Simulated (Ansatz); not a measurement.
## NaI: band gap against strain

NaI (rock salt, Fm-3m, 32.800 Å³/atom at rest, cube axes along x, y and z) under a strain ε along a cube axis (axis z), the other axes held. PBEsol in Ansatz, a plane-wave DFT program (PAW, default set), 420 eV, 9×9×9 Γ-centred mesh, Fermi-Dirac smearing 0.05 eV; ions are relaxed within the symmetry of each cell. Gaps are the smallest over the k-mesh and a band path, without spin-orbit coupling; in all rows the valence edge lies at Γ and the conduction edge at Γ.

Here s stands for strain and Eg for gap.

| strain (%) | gap (eV) |
|---|---|
| -3.00 | ? |
| -1.50 | 3.631 |
| -1.00 | 3.619 |
| -0.50 | 3.607 |
| 0.00 | 3.596 |

### Question
Using a straight line, estimate the missing Eg at s = -3.00 from the other rows, showing the fit.

### Answer
Means: s -0.75000, Eg 3.6132. About the means, the sum of products is -0.029250 and the sum of squares of s is 1.2500; the slope is their ratio. Least squares gives Eg = 3.5957 - 0.02340·s. Residuals (row less fit): 0.0002, -0.0001, -0.0004, 0.0003; standard error 0.0004 (degrees of freedom: 2). Over these rows the gap moves by -2.3 ± 0.03 eV per unit strain. At the withheld row, Eg = 3.5957 - 0.02340 × (-3.0) = 3.6659 eV. The calculation gives 3.668 eV, 0.0021 eV above the prediction (2.9 % of the range of Eg in the table). The row lies outside the fitted rows, so this is an extrapolation. The fitted rows scatter only by rounding.

Spin-orbit coupling is left out, which can shift this property for NaI. Rows are the converged runs of the series near zero and its far end; series whose fitted rows scatter by over a few per cent of the range, as at a crossing or softening among them, aren't shown in this form. Most that stay on the fit to the last digits aren't either.
